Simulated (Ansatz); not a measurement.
## Cl on the 1x1 (0001) surface of hcp Co, ferromagnetic, one in a 2x2 cell, started at the site 'bridge Co-Co (span 2.5 Å)'

The numbers are results of PBE (plane waves to 420 eV, PAW; Ansatz, a program for electronic structure), not measurements.

Slab: 17 atoms, 6.0 Å thick at the start under the adsorbate (thin: gaps and levels are the slab's own); k 7x7x1, smearing 0.1 eV, dipole-corrected; 8 atoms held, the rest relaxed; held to the start's symmetry, so lower structures may exist; spin-polarised, no spin-orbit, no U, no dispersion correction. At the end it is bonded to 2 Co. In PBE this state lies 0.13 eV over the lowest of the starts that converged ('hollow Co-Co-Co over Co at depth 2.0 Å').

The adsorption energy against ½ Cl2(g) comes out as -2.02 eV and the work function of the top face is 5.16 eV. The change of the work function is 0.19 eV. The change of the step from the bottom to the top vacuum level, against the clean slab comes out as 0.19 eV, the energy released by relaxation comes out as 0.025 eV and the height of the binding atom over the mean of the host atoms within 0.3 Å of the top one is 1.931 Å. The magnetic moment of the cell is 26.83 μB and the nearest host atoms of the binding atom is Co at 2.29 Å, Co at 2.29 Å, Co at 2.89 Å. The largest move of a host atom is 0.03 Å and the cost is around 17 core-minutes (rough).

A negative adsorption energy means that the adsorbate is more stable on the surface than in its reference.
